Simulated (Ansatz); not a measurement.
We consider wurtzite BN (high-pressure phase), described by G0W0@HSE06 (hard PAW, contour deformation; Ansatz, a quantum-chemistry and plane-wave program).

The same calculation (at the measured cell, 5.913 Å³/atom) with different numerical settings; throughout: k mesh 3×3×2:

```json
[
 {"run": "1", "response cutoff (eV)": "100", "empty bands": "99", "quasiparticle gap on the mesh (eV)": "6.949", "quasiparticle gap at Γ (eV)": "10.767", "rough time": "20 core-s"},
 {"run": "2", "response cutoff (eV)": "150", "empty bands": "181", "quasiparticle gap on the mesh (eV)": "7.212", "quasiparticle gap at Γ (eV)": "10.961", "rough time": "30 core-s"},
 {"run": "3", "response cutoff (eV)": "200", "empty bands": "279", "quasiparticle gap on the mesh (eV)": "7.336", "quasiparticle gap at Γ (eV)": "11.063", "rough time": "40 core-s"},
 {"run": "4", "response cutoff (eV)": "250", "empty bands": "390", "quasiparticle gap on the mesh (eV)": "7.423", "quasiparticle gap at Γ (eV)": "11.138", "rough time": "70 core-s"},
 {"run": "5", "response cutoff (eV)": "300", "empty bands": "513", "quasiparticle gap on the mesh (eV)": "7.475", "quasiparticle gap at Γ (eV)": "11.184", "rough time": "100 core-s"},
 {"run": "6", "response cutoff (eV)": "400", "empty bands": "789", "quasiparticle gap on the mesh (eV)": "7.532", "quasiparticle gap at Γ (eV)": "11.235", "rough time": "4 core-min"}
]
```

In the column quasiparticle gap on the mesh (eV) the first row differs from the last by -0.583 and the next to last by -0.057.

The last row is no converged limit: other settings stay fixed.

Note: GW on a hybrid start was not checked against another program.
